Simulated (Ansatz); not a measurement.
Tunnelling through a barrier is set by its complex band structure: the current falls as exp(−2κd) with the smallest κ.

Given:

```
CELL_PARAMETERS angstrom
      5.82082     0.00000     0.00000
      1.94027     8.71341     0.00000
      2.91041     0.00000     1.68032
ATOMIC_POSITIONS crystal
  Zn 0.78162 0.65514 0.00000
  In 0.99723 0.00831 0.00000
  Ga 0.21296 0.36111 0.00000
  O  0.70486 0.88542 0.00000
  O  0.28864 0.13407 0.00000
  O  0.87828 0.36516 0.00000
  O  0.13640 0.59079 0.00000
```

The cell is taken as given; by r2SCAN it stands under a pressure of -7.4 GPa.

Transport runs along the normal of the first two printed cell vectors, the (110) plane of the conventional cell.

No gap correction and no spin-orbit coupling; mid-gap is the computed energy nearest the middle.

Q: Predict the band gap and the smallest decay constant κ at mid-gap from r2SCAN run with Ansatz (a quantum-chemistry and plane-wave program).

A: Gap 1.53 eV on a 18×18×18 mesh; κ = 0.164 1/Å, at the zone centre.
